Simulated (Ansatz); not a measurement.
MgO (P6₃/mmc, No. 194, 4 atoms in the cell; start mp-1065577; a measured phase of this formula has another space group) was calculated with r²SCAN in Ansatz (PAW).

Numerical settings: plane-wave cutoff 560 eV, 12×12×8 k mesh (along the axes of the cell as run), Fermi–Dirac smearing 0.01 eV, scalar-relativistic PAW data made under PBE.

Cell (relaxed at this level):

MgO is taken in the hexagonal space group P6₃/mmc (No. 194), Pearson symbol hP4. Lattice parameters: a = b = 3.484 Å, c = 4.185 Å, α = β = 90.00°, γ = 120.00°. Mg on 2c has 5 O at 2.012–2.093 Å (trigonal bipyramidal). O on 2d has 5 Mg at 2.012–2.093 Å (trigonal bipyramidal). (Neighbours: up to the widest gap in distance over summed covalent radii, below 1.35, at either atom; cation-cation and far metal-metal contacts left out.)

What does this level give for the band gap and bulk modulus B0?


- band gap = 4.09 eV (on the SCF k mesh)
- bulk modulus B0 = 137 GPa

Note: the relaxation could not lower the start's symmetry, so the cell can be a saddle point above a distorted one; the bulk modulus is −V dP/dV from two relaxed cells at ±2 % in volume.

The computed numbers hold no vibrational or temperature effects.

A start named mp-… is a Materials Project structure, which need not be a measured phase.

Ansatz is a program for electronic structure.
